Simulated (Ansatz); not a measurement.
Reference: Ba (Im-3m), PBEsol, rigid bands (plane waves, PAW, scalar-relativistic; Ansatz, a program for electronic structure); geometry: cell and atoms relaxed with PBEsol.

Ba has the cubic space group Im-3m (No. 229), the bcc (W type) structure, Pearson symbol cI2. Conventional cell: a = 4.8762 Å, b = 4.8762 Å, c = 4.8762 Å, α = 90.00°, β = 90.00°, γ = 90.00°. Ba on 2a is coordinated by 8 Ba at 4.223 Å and 6 Ba at 4.876 Å. (Neighbours: up to the widest gap in distance over summed covalent radii, below 1.35, at either atom.)
(The calculation used a cell of 1 atom; values per cell refer to that cell.)

| Item | Value |
|---|---|
| density of states at the Fermi level per atom | 1.18 states/eV |
| Drude plasma energy | 3.0 eV |
| root-mean-square Fermi velocity | 4.2 ×10⁵ m/s |

Problem. Replace Ba by Mo on the same sites and relax. What happens?

Solution. Mo (Im-3m): volume per atom 58.0 to 15.3 Å³; density of states at the Fermi level per atom falls (1.18 states/eV to 0.58 states/eV); Drude plasma energy rises (3.0 eV to 8.8 eV); root-mean-square Fermi velocity rises (4.2 ×10⁵ m/s to 8.9 ×10⁵ m/s).

Problem. Swap Ba for W, keeping the structure type. How do these values move?

Solution. W (Im-3m): volume per atom 58.0 to 15.7 Å³; density of states at the Fermi level per atom falls (1.18 states/eV to 0.44 states/eV); Drude plasma energy rises (3.0 eV to 7.8 eV); root-mean-square Fermi velocity rises (4.2 ×10⁵ m/s to 9.1 ×10⁵ m/s).

Problem. Replace Ba by Ta on the same sites and relax. What happens?

Solution. Ta (Im-3m): volume per atom 58.0 to 17.6 Å³; density of states at the Fermi level per atom stays about the same (1.18 states/eV to 1.26 states/eV); Drude plasma energy rises (3.0 eV to 9.1 eV); root-mean-square Fermi velocity rises (4.2 ×10⁵ m/s to 6.7 ×10⁵ m/s).

Moves up to 9 % count as about the same. Metals at this level; values at 300 K, both spins, means over directions. As a rough test of the mesh, the Fermi surface's area from every second k point differs by up to 6 %. Spin-orbit coupling is left out.

The missing spin-orbit coupling matters most for Ta (Im-3m), W (Im-3m).
